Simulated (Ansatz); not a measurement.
The reference is ZnO in the wurtzite structure (space group P6_3mc, No. 186).

```xyz
4
Lattice="3.1869 0.0000 0.0000 -1.5935 2.7600 0.0000 0.0000 0.0000 5.1526" Properties=species:S:1:pos:R:3 pbc="T T T"
Zn     0.0000     1.8400     0.0092
Zn     1.5935     0.9200     2.5855
O      0.0000     1.8400     1.9590
O      1.5935     0.9200     4.5353
```

Cartesian axes are those of the cell as printed.

The values are results of LDA/PAW in Ansatz (a first-principles code), scalar-relativistic without spin-orbit coupling, not measurements.

Perturbation: uniaxial strain ε_xx = +0.60 %, all other strain components held at zero; the atoms relax in the strained cell.

### Question
Predict the stress tensor and what it implies for the stiffness.

### Answer
Stress of the strained cell less that of the base (GPa, compression positive):
```
  -1.32    0.00    0.00
   0.00   -0.82    0.00
   0.00    0.00   -0.73
```

Then −Δσ_ii/ε with ε = 0.0060 gives relaxed-ion elastic constants: C11 ≈ 220 GPa, C12 ≈ 136 GPa and C13 ≈ 121 GPa.

Whether these cells are dynamically stable was not tested.
